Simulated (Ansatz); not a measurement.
Defect: O vacancy in corundum, neutral cell. Computed with PBE, PAW (plane waves to 420 eV; Ansatz, a program for electronic structure).

Settings: 120 host sites, the relaxed PBE lattice, the Γ point alone, smearing 0.01 eV, spin-restricted, no image-charge correction. Static, classical nuclei. The charge state is imposed; whether it is stable for some Fermi level was not computed. Forms of the defect that were not tried may lie lower.

Barriers: single points on a 2×2×2 k-point mesh shifted by half a step along c at the bands' geometries (they differ from the bands' own by up to 0.29 eV, and are uncertain by about as much).

A. a nearby O atom hops onto the vacant site; the atom moves 2.64 Å along (0.05, 0.33, -0.17) of the unit cell; the moving atom starts with neighbours Al at 1.87, Al at 1.88, Al at 1.99, Al at 2.00 Å and ends with Al at 1.87, Al at 1.88, Al at 1.99, Al at 2.00 Å; saddle order not checked, on a symmetry element.
B. a nearby O atom hops onto the vacant site; the atom moves 2.89 Å along (-0.30, -0.69, 0.00) of the unit cell; the moving atom starts with neighbours Al at 1.87, Al at 1.89, 2 Al at 1.99 Å and ends with Al at 1.88, Al at 1.89, 2 Al at 1.99 Å; saddle order not checked.
C. a nearby O atom hops onto the vacant site; the atom moves 2.51 Å along (-0.60, -0.30, 0.00) of the unit cell; the moving atom starts with neighbours Al at 1.88, Al at 1.90, 2 Al at 1.98 Å and ends with Al at 1.88, Al at 1.90, 2 Al at 1.98 Å; saddle order not checked, on a symmetry element.
D. a nearby O atom hops onto the vacant site; the atom moves 2.74 Å along (0.36, 0.02, -0.17) of the unit cell; the moving atom starts with neighbours 2 Al at 1.87, Al at 1.99, Al at 2.00 Å and ends with 2 Al at 1.87, Al at 1.99, Al at 2.01 Å; saddle order not checked.

A band can be held on a symmetry element, so unchecked saddle points there may be too high.

Question: Rank these by forward barrier (lowest first), as PBE, PAW gives it.

Answer: C (3.61 eV), D (4.11 eV), A (4.68 eV), B (5.04 eV)
